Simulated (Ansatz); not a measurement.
Na in the bcc (W type) structure (space group Im-3m, No. 229)

```xyz
1
Lattice="-2.1111 2.1111 2.1111 2.1111 -2.1111 2.1111 2.1111 2.1111 -2.1111" Properties=species:S:1:pos:R:3 pbc="T T T"
Na     0.0000     0.0000     0.0000
```

Calculations: r2SCAN (Ansatz, a program for electronic structure), spin-orbit coupling left out, earlier PAW set. k-mesh 16×16×16 (Γ-centred); smearing 0.05 eV (Fermi–Dirac).

| Quantity | Result |
|---|---|
| Volume per atom | 37.64 Å³ |
| Density | 1.01 g/cm³ |
| Band gap | zero |
| Total energy | -1488.618 eV/atom (σ→0; compares only within this code and set-up) |

No phonon test of stability was made.
